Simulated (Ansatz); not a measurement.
Smallest direct gap on the k points sampled of Bi2Te3 (model structure, from the A-La2O3 type, P-3m1, No. 164) at several levels of theory

No measured value is used here.

| level (code) | value (eV) |
|---|---|
| LDA (Ansatz) | … |
| PBE+SOC (Ansatz) | … |
| PBEsol+SOC (Ansatz) | 0.18 |
| r²SCAN+SOC (Ansatz) | 0.23 |
| HSE06+SOC (Ansatz) | 0.28 |
| PBE0 (Ansatz) | 1.44 |
| r²SCAN0 (Ansatz) | 1.60 |

Some entries are withheld; supply them.


- LDA (Ansatz, a quantum-chemistry and plane-wave program), value (eV): 0.42
- PBE+SOC (Ansatz), value (eV): 0.20

Computed values are for a static lattice. Spin–orbit coupling is included only where a level's name says +SOC; with heavier elements it mostly lowers gaps and can invert bands.  Values are at the PBEsol cell. Cutoffs and k meshes differ between the levels. Ansatz's density-functional and Hartree–Fock values are scalar-relativistic unless marked +SOC, with PAW data made under PBE.

A model structure was made by putting elements into a prototype or built by hand; it is no filed structure, need not be a known phase, and can be a saddle point held by its symmetry.
